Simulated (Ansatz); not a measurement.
Functionals compared on OH on the 1x1 (10-10) surface of wurtzite AlN (cut with top plane Al + N), one in a 2x1 cell, started at the site 'top Al', in Ansatz (plane waves, PAW). The structure was relaxed with PBE; the other rows are single points on it, each with its references at the same level. Cutoff 420 eV (500 eV for r2SCAN). The points keep PBE's geometry, so the relaxation of a polaron and the settling of charge on one site are left out. HSE06 used the coarser mesh 3x3x1.

Host crystal: wurtzite AlN, with a band gap (PBE, scalar-relativistic without spin-orbit coupling).

Slab: 34 atoms, 8.9 Å thick at the start under the adsorbate (thin: gaps and levels are the slab's own); k 3x4x1, smearing 0.01 eV, dipole-corrected; 16 atoms held, the rest relaxed; no symmetry held; spin-polarised, ending with about 1.0 μB a cell; orders that need a larger cell were not tried, no spin-orbit, no U, no dispersion correction. It is one chosen start, not shown to be the lowest state of the adsorbate. These notes are the PBE run's. RPBE: The program's check for a lower electronic state was not made. r2SCAN: The program's check for a lower electronic state was not made. HSE06: The program's check for a lower electronic state was not made. Adsorption energies are against H2O(g) − ½ H2(g). A negative adsorption energy means that the adsorbate is more stable on the surface than in its reference.

```tsv
functional	adsorption energy (eV)	magnetic moment of the cell (μB)
PBE	-0.22	1.00
RPBE	-0.19	1.00
r2SCAN	-0.58	1.00
HSE06	-0.32	1.00
```

Ansatz is an electronic-structure program.
